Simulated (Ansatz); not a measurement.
The parent structure is CuAu (space group P4/mmm, No. 123; a = 2.813 Å, c = 3.593 Å; relaxed with 0.1 eV smearing). Axes: x, y, z lie along a, b, c of the conventional cell.

Calculations: PBEsol (Ansatz, a quantum-chemistry and plane-wave program, PAW, scalar-relativistic without spin-orbit coupling).

One thing is altered: a pure shear with ε_xz = ε_zx = 0.0029; the atoms relax in the strained cell.

### Question
Predict the new stress.

### Answer
The stress (xx, yy, zz, yz, xz, xy; compression positive) is (0.0, 0.0, 0.0, 0.0, -0.4, 0.0) GPa.

### Question
Estimate the effect on the energy relative to the base.

### Answer
The energy hardly moves.

No phonon test of stability was made. All final runs are without spin polarisation.
